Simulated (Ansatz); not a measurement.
Take Y2N (space group P4/mmm, No. 123; a = 3.500 Å, c = 4.773 Å; a hypothetical phase, not in the database extracts checked; relaxed with 0.1 eV smearing) as the base. Axes: x, y, z lie along a, b, c of the conventional cell.

Level of theory: Ansatz (an electronic-structure program) PBE-D3(BJ), spin-orbit coupling left out.

The change: compressive biaxial strain of 1.05 % in the plane normal to [001], as in epitaxy on a mismatched substrate; the out-of-plane cell vector and the atoms relax.

What does the calculation give for the in-plane stress and out-of-plane strain after the change?

The mean in-plane stress (compression positive) comes out as +2.3 GPa; the out-of-plane strain comes out as +0.49 %.

Stability against distortions was not tested. The base started in P4/nmm and relaxed to P4/mmm at this level. The final runs are not spin-polarised. An odd electron count without spin: Y2N.
